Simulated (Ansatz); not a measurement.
For InSe (P-6m2, No. 187; structure not from a measured cell), PBEsol in Ansatz (PAW) gives:

```
Quantity                        Value
---------------------------  --------
lattice parameter a           4.009 Å
lattice parameter c          16.853 Å
band gap at the PBEsol cell   0.37 eV
```

Q: What does r²SCAN (plane waves, PAW; Ansatz, an electronic-structure program) give for the same quantities?

A: 
- lattice constant a: 4.043 Å (increases by 0.8 %)
- lattice parameter c: 17.390 Å (grows by 3.2 %)
- band gap at the PBEsol cell: 0.90 eV (increases by 0.53 eV)

Changes are worked out from the printed values.

Unless a cell is named, each level is at its own relaxed cell (PBEsol 29.32, r²SCAN 30.78 Å³/atom).

Levels without +SOC have no spin–orbit coupling; where heavier elements are present it shifts gaps, mostly down, and can invert bands. Density-functional gaps are differences of (generalised) Kohn–Sham levels.

Caveats: the relaxation could not lower the start's symmetry, so the cell can be a saddle point above a distorted one (PBEsol, r²SCAN). Ansatz's density-functional and Hartree–Fock values are scalar-relativistic unless marked +SOC, with PAW data made under PBE.
